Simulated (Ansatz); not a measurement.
```json
{
 "surface": "Si(100) 2x1 buckled dimers slab of 20 atoms a surface cell, 3x2 cell, top Si replaced by Ge",
 "Vacuum level minus Kohn-Sham valence edge": "4.97 eV",
 "Vacuum level minus Kohn-Sham conduction edge": "4.71 eV",
 "gap_of_the_slab_on_its_mesh": "0.26 eV",
 "Apparent barrier, filled states, bias minus 0.5 V": "5.4 eV (κ = 1.19 1/Å)",
 "Apparent barrier, filled states, bias minus 1.1 V": "5.8 eV (κ = 1.23 1/Å)",
 "Apparent barrier, empty states, bias plus 0.5 V": "5.7 eV (κ = 1.22 1/Å)",
 "Apparent barrier, empty states, bias plus 1.1 V": "5.2 eV (κ = 1.17 1/Å)"
}
```

Method: PBE, Tersoff-Hamann images (plane waves, PAW; Ansatz, a quantum-chemistry and plane-wave program).

The apparent barrier is ħ²κ²/2m, with κ from the fall of the mean window density between 3.5 and 5 Å; states of large in-plane momentum fall faster than their energy alone says. Mesh 4×2×1, no spin-orbit coupling, no spin polarisation; biases count from the run's Fermi level.
